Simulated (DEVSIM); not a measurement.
Device: Ru/AlN/p-Ge capacitor, at 300 K.

Layer 1 from the left is AlN, thickness (nm) 19.0. Layer 2 from the left is Ge, thickness (nm) 470, Na (cm⁻³) 1.6e18.

Metal gate on the left, work function 4.7 eV. Fixed charge at the semiconductor interface 8.9e10 cm⁻² (in units of +e); no interface traps.

This is a model device: material constants are rounded textbook-type values typed into the input, and sizes, dopings and lifetimes were drawn at random. Values at 300 K.

AlN: gap (eV) 6.1, affinity (eV) 1.9, permittivity 8.5. Ge: gap (eV) 0.664, affinity (eV) 4, permittivity 16, Nc (cm⁻³) 1.04e19, Nv (cm⁻³) 6e18.

Simulated with DEVSIM: 1D Poisson equation in equilibrium, Boltzmann statistics, complete ionisation; no quantum confinement or tunnelling. Metal contacts follow the ideal Schottky-Mott rule: no Fermi-level pinning, no interface dipoles.

Q: What does the simulation give for the minimum of the low-frequency capacitance, the flat-band voltage?

A: minimum of the low-frequency capacitance 0.245 μF/cm²; flat-band voltage 0.03 V.
